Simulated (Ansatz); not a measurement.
**CsCl-type PdIn**

Computed with r²SCAN (plane waves, PAW; Ansatz, a first-principles code).

Run with plane-wave cutoff 600 eV, 16×16×16 k mesh, Fermi–Dirac smearing 0.1 eV, finite displacements, force constants from a 4×4×4 q mesh, scalar-relativistic PAW data made under PBE.

Cell: relaxed at this level.

```
Item                                     Value
-------------------------------  -------------
zone-centre TO phonon frequency       140 cm⁻¹
zero-point energy                0.019 eV/atom
```

Spin–orbit coupling is not included.

It cost around 120 core-minutes (rough) of CPU time.
